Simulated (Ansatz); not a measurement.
System: InGaN2 (P3m1, No. 156, 4 atoms in the cell; start mp-1223660). Method: r²SCAN0 in Ansatz (PAW).

Numerical settings: plane-wave cutoff 520 eV, 9×9×6 k mesh (along the axes of the cell as run), Fermi–Dirac smearing 0.01 eV, scalar-relativistic PAW data made under PBE.

Cell (relaxed with PBEsol):

```yaml
crystal:
  lattice:
    - [3.35341, 0.00000, 0.00000]
    - [-1.67671, 2.90414, 0.00000]
    - [0.00000, 0.00000, 5.49983]
  atoms:
    - { symbol: In, position: [0.00000, 0.00000, 0.99711] }
    - { symbol: Ga, position: [0.66667, 0.33333, 0.49592] }
    - { symbol: N, position: [0.66667, 0.33333, 0.14601] }
    - { symbol: N, position: [0.00000, 0.00000, 0.60256] }
```

Problem. Give the computed band gap.

Solution. 
- band gap: 2.28 eV (on the SCF k mesh)

Note: cell and atoms aren't relaxed at this level (largest force component 0.16 eV/Å, pressure -3.0 GPa).

Spin–orbit coupling is not included.

Static lattice: no zero-point or thermal effects.

It cost around 5 core-minutes (rough) of CPU time.

A start named mp-… is a Materials Project structure, which need not be a measured phase.

Ansatz is an electronic-structure program.
